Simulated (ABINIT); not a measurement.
Worked example: self-consistent single point of InSb (F-43m, 2 atoms in the cell) in ABINIT.

Method: PBE, PAW (JTH v2.0 PBE PAW) (plane waves; ABINIT).

The change in words: lattice scaled by 0.98. Reference geometry:
```yaml
crystal:
  lattice:
    - [0.00000, 3.34679, 3.34679]
    - [3.34679, 0.00000, 3.34679]
    - [3.34679, 3.34679, 0.00000]
  atoms:
    - { symbol: In, position: [0.00000, 0.00000, 0.00000] }
    - { symbol: Sb, position: [0.25000, 0.25000, 0.25000] }
```

Reference input (self-consistent single point, DFT, PBE, plane waves, PAW (JTH v2.0 PBE PAW)): pseudos = [In.GGA_PBE-JTH.xml, Sb.GGA_PBE-JTH.xml]; ecut = 544 eV; pawecutdg = 1088 eV; pawxcdev = 0; occopt = 3; tsmear = 0.00367493 Ha; ngkpt = 9 9 9; nshiftk = 1; shiftk = 0 0 0; potentials = JTH v2.0 PBE PAW; nband = 19; kptopt = 1. This run's input differs from it in these lines:

```diff
@@ -5,5 +5,5 @@
 rprim
-         0.0000000000    6.3245183864    6.3245183864
-         6.3245183864   -0.0000000000    6.3245183864
-         6.3245183864    6.3245183864   -0.0000000000
+        -0.0000000000    6.1980276785    6.1980276785
+         6.1980276785   -0.0000000000    6.1980276785
+         6.1980276785    6.1980276785   -0.0000000000
 natom 2
```

Log, with long lists cut:

```
--- !BeginCycle
solver: {iscf: 17, nstep: 80, nline: 4, wfoptalg: 10, }
tolerances: {tolvrs: 1.00E-11, }
...

     iter   Etot(hartree)      deltaE(h)  residm     nres2
 ETOT  1  -137.48163727083    -1.375E+02 3.588E+01 2.595E+01
 ETOT  2  -140.73074465387    -3.249E+00 8.654E-02 2.545E+01
 ETOT  3  -140.68739229872     4.335E-02 2.703E-02 7.197E+00
 ETOT  4  -140.66710787431     2.028E-02 2.133E-02 9.864E-01
 ETOT  5  -140.66257118072     4.537E-03 8.869E-03 5.215E-02
   [... 7 lines left out ...]
 ETOT 13  -140.66247959016    -1.556E-10 2.327E-05 4.343E-10
 ETOT 14  -140.66247959017    -1.361E-11 1.245E-05 1.161E-10
 ETOT 15  -140.66247959018    -2.899E-12 1.741E-05 1.369E-11
 ETOT 16  -140.66247959018    -4.263E-13 9.245E-06 1.298E-12
 At SCF step   16       nres2   =  1.30E-12 < tolvrs=  1.00E-11 =>converged.

 Cartesian components of stress tensor (hartree/bohr^3)
  sigma(1 1)= -3.35488915E-05  sigma(3 2)=  0.00000000E+00
  sigma(2 2)= -3.35488915E-05  sigma(3 1)=  0.00000000E+00
  sigma(3 3)= -3.35488915E-05  sigma(2 1)=  0.00000000E+00

 ----iterations are completed or convergence reached----

 reduced coordinates (array xred) for    2 atoms
       0.000000000000      0.000000000000      0.000000000000
       0.250000000000      0.250000000000      0.250000000000
 cartesian forces (eV/Angstrom) at end:
    1     -0.00000000000000     0.00000000000000    -0.00000000000000
    2      0.00000000000000    -0.00000000000000     0.00000000000000
 frms,max,avg= 2.1816002E-30 2.1816002E-30   0.000E+00  0.000E+00  0.000E+00 e/A
   [... lines left out ...]
 Fermi (or HOMO) energy (eV) =   4.11252   Average Vxc (eV)=  -8.39617
   [... lines left out ...]
'-kT*entropy'       : -8.05543963310470E-05
total_energy        : -1.40662479729125E+02
total_energy_eV     : -3.82762073060869E+03
...

-Cartesian components of stress tensor (GPa)         [Pressure=  9.8704E-01 GPa]
- sigma(1 1)= -9.87042298E-01  sigma(3 2)=  0.00000000E+00
- sigma(2 2)= -9.87042298E-01  sigma(3 1)=  0.00000000E+00
- sigma(3 3)= -9.87042298E-01  sigma(2 1)=  0.00000000E+00

 Calculation completed.
```

The run converged in 16 iterations. Against the reference run the free energy rises by 2.7 meV/atom and the pressure goes from -1.26 to 0.99 GPa.

The starting cell comes from a database of computed structures (which also holds hypothetical and non-ambient phases and stackings), without a prior relaxation at this level. Its lattice was rescaled by a random factor within 2.5 % of one. For this run, on top of that: lattice scaled by 0.98. The run gives no clean gap (levels at the Fermi energy touch, overlap or are partly filled at this smearing), which alone does not show that the compound is a metal.

Cost on one core of a shared machine: roughly 60 s.
